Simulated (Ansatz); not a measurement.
A user runs Ansatz (an electronic-structure program) on Hf3Fe2Si3 (Cmcm, 16 atoms in the cell) and asks whether the run is sound. The aim is a self-consistent single point with DFT, PBEsol, plane waves, default PAW files made with PBE.

Cell that was meant: a = 5.2290 Å, b = 5.2290 Å, c = 12.6434 Å, α = 90.00°, β = 90.00°, γ = 137.51°.

Part of the input:

Ansatz 0.2 input:
```yaml
    - { symbol: Si, position_ang: [1.894928, -1.088262, 0.536586] }
    - { symbol: Si, position_ang: [1.894928, 1.594234, 3.160852] }
    - { symbol: Si, position_ang: [1.894928, -1.594234, 9.482555] }
basis:
  ecutrho_ratio: 1
kpoints:
  mp_grid: { grid: [8, 8, 2] }
hamiltonian:
```

Output (repeated stretches shortened):

```
WARN basis.ecutwfc = 420 eV, the default
WARN basis.ecutrho_ratio = 1 (ecutrho = 420 eV) is below the records' recommended cutoff
   [... lines left out ...]
PAW frozen core: Si, regenerated for the run's functional, and the local potential with it
Initial density: superposition of atomic densities (neutral atoms: chi_scale 0, normalization atom), corrected by the library's trained network
Initial wavefunctions: pseudopotential atomic-orbital guess
Eigensolver: davidson
Functional: x = pbesol(κ = 0.804, μ = 0.12345679012345678), c = pbesol(β = 0.046)
SCF iter   1: F=—  HF=-115126.773897 eV  |F-HF|=—  |Δ(HF+E_count)|=         —  Δρ=1.87e-2  dr2=8.92e-1  ethr=1.77e-3  ⟨swp⟩=5.9  Hψ=21636  notcnv=0  defer=31
all-band conjugate gradients solve this SCF's bands
preconditioner: auto → Kerker (q_TF=auto, 2.748 Å⁻¹)
SCF iter   2: F=—  HF=-115126.724751 eV  |F-HF|=—  |Δ(HF+E_count)|=   4.91e-2  S|Δr|=    0.00e0  Δρ=8.31e-3  dr2=2.18e-1  ethr=3.66e-4  ⟨swp⟩=2.0  Hψ=7419  notcnv=0  defer=708
   [... lines left out ...]
SCF iter   8: F=—  HF=-115126.705096 eV  |F-HF|=—  |Δ(HF+E_count)|=   9.65e-7  S|Δr|=    0.00e0  Δρ=1.40e-5  dr2=5.79e-7  ethr=3.18e-9  ⟨swp⟩=2.0  Hψ=8866  notcnv=0  defer=733
SCF iter   9: F=—  HF=-115126.705095 eV  |F-HF|=—  |Δ(HF+E_count)|=   2.68e-7  S|Δr|=    0.00e0  Δρ=8.05e-6  dr2=1.51e-7  ethr=4.10e-11  ⟨swp⟩=11.2  Hψ=34798  notcnv=0
SCF iter  10: F=-115126.705095 eV  HF=-115126.705095 eV  |F-HF|=1.37e-8  |Δ(HF+E_count)|=   1.44e-7  S|Δr|=    0.00e0  Δρ=3.11e-6  dr2=1.93e-8  ethr=4.10e-11  ⟨swp⟩=5.2  Hψ=22058  notcnv=0
SCF 1 converged in 10 iterations: F = -115126.705095 eV  dr2 = 1.93e-8
Stability not checked (fill_not_monotonic)
Free energy (F): -115126.705095 eV
Internal energy: -115126.705686 eV  (E = F + TS)
E sigma→0 (E₀):  -115126.705292 eV
Entropy (-TS):   0.000590 eV (0.037 meV/atom)
Fermi energy:    18.679464 eV
--- Forces (eV/Å), atoms counted from 1 ---
  atom   1  Hf     0.00000000     0.02242867    -0.10463154
  atom   2  Hf     0.00000000    -0.02242867     0.10463154
  atom   3  Hf     0.00000000    -0.02242867    -0.10463154
   [... lines left out ...]
  P = ⅓ Tr σ = 6.3814 GPa (63.814 kbar)
  The stress holds the Pulay correction, which leaves out the density cutoff's part. Without it, at fixed plane waves, as pw.x and ABINIT print it …
settings of this run that can trade accuracy for cost: basis.ecutrho_ratio < 4. Do not mix this run's numbers with those of runs without the same settings …
```

Task: Can these results be used? Check the input.

Result: The run is not sound. The fault is a density cutoff or grid that is too coarse. The density and potential grid has to resolve products of orbitals and any augmentation charge. To fix it, restore the density cutoff. The run converged in 10 iterations without an error; against the sound input the free energy goes down by 48.1 meV/atom, the pressure goes from 3.56 to 6.38 GPa and the largest force goes from 0.134 to 0.165 eV/Å. The full log also holds (shortened here): “WARN basis.ecutrho_ratio = 1 (ecutrho = 420 eV) is below the records' recommended cutoff”. At a fixed set of plane waves, without the program's Pulay estimate, the pressure is 6.28 GPa against 3.50 GPa.

An input that runs soundly differs in these lines (not the only fix; some lines may just follow from the change or write a value another way):
```diff
-basis:
-  ecutrho_ratio: 1
```

With that input, the run converged in 10 iterations: free energy E − TS (on the zero of these files) -115125.9354 eV; Fermi level (on the code's own zero) 18.68 eV; pressure 3.56 GPa; largest force (vector length) 0.134 eV/Å (DFT, PBEsol, plane waves, default PAW files made with PBE).

On the sound input: the starting cell comes from a database of computed structures (which also holds hypothetical and non-ambient phases and stackings), without a prior relaxation at this level. Its lattice was rescaled by a random factor within 2.5 % of one. Spin polarisation is off. With a pressure of about 4 GPa the cell is away from its equilibrium volume at this level. Ansatz's pressure includes its estimate of the finite-basis (Pulay) stress.
